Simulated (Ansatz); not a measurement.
# MoTe2: stress against strain

MoTe2 (2H layered, P6_3/mmc, 22.688 Å³/atom and stress up to 0.01 GPa in the relaxed cell, c along z) under a strain ε along a direction in the basal plane (axis x), the other axes held. PBEsol-D3(BJ) in Ansatz, a plane-wave DFT program (PAW, default set), 420 eV, 11×11×3 Γ-centred mesh, Fermi-Dirac smearing 0.05 eV; ions are relaxed, or left where forces stay under 0.02 eV/Å, within the symmetry of each cell. Against the start cell, which lies near the measured one, the relaxed cell differs by -9.1 % in volume and -4.5 % in c; the values below rest on it. Stress is positive for a compressed cell.

Here s stands for strain and y for stress xx.

| strain (%) | stress xx (GPa) |
|---|---|
| -3.00 | ? |
| -1.20 | 1.98 |
| -0.60 | 0.96 |
| 0.00 | 0.00 |
| 0.60 | -0.91 |
| 1.20 | -1.77 |

Taking a straight line for y over the 5 complete rows: Means: s 0, y 0.052. About the means, the sum of products is -5.6220 and the sum of squares of s is 3.6000; the slope is their ratio. Least squares gives y = 0.052 - 1.5617·s. Residuals (row less fit): 0.054, -0.029, -0.052, -0.025, 0.052; standard error 0.057 (degrees of freedom: 3). The slope gives the elastic constant C11 = 156 ± 3 GPa (± standard error of the fit, which holds the terms cut off).

Estimate the missing y (s = -3.00); what did the run itself give?

y = 0.052 - 1.5617 × (-3.0) = 4.737 GPa. The calculation gives 5.36 GPa, 0.623 GPa above the prediction (8.7 % of the range of y in the table). The row lies outside the fitted rows, so this is an extrapolation. From the scatter of the fitted rows alone, a prediction at this place has a standard error of 0.110 GPa, so the miss is 5.7 times that.

A polynomial of degree 2 through the 10 other runs of the series gives 5.34 there, so most of the miss is curvature that the fit leaves out. Spin-orbit coupling is left out, which can shift these values for the heavy elements here. Rows are the converged runs of the series near zero and its far end; series whose fitted rows scatter by over a few per cent of the range, as at a crossing or softening among them, aren't shown in this form, nor equations of state whose B0' disagrees with the runs' pressures. Most that stay on the fit to the last digits aren't either.
